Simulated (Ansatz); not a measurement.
Cu_Li in rock-salt LiF: one set of geometries, relaxed with PBE, evaluated in Ansatz (PAW, plane waves to 420 eV, 500 eV under r2SCAN) with PBE, r2SCAN.

Details: 64-site cell; 2×2×2 shifted k-points; start: the Li site; charged states image-corrected; no Hubbard U; energies good to tenths of an eV.

| quantity | PBE | r2SCAN |
|---|---|---|
| host gap (eV) | 8.83 | 9.79 |
| ε(+1/0) above the VBM (eV) | 3.31 | 4.09 |
| ε(0/−1) above the VBM (eV) | 7.45 | 8.26 |
| largest moment on one atom at charge +1 (μB) | 0.73 | 0.79 |
| neutral formation energy against fcc Cu, bcc Li (eV) | 4.98 | 4.84 |
| largest moment on one atom at charge −1 (μB) | 0.16 | 0.16 |

PBE narrows the gap by 0.96 eV against r2SCAN, the highest level run, and puts the levels 0.79 eV lower above the valence-band maximum on average.

Ansatz is a first-principles code.
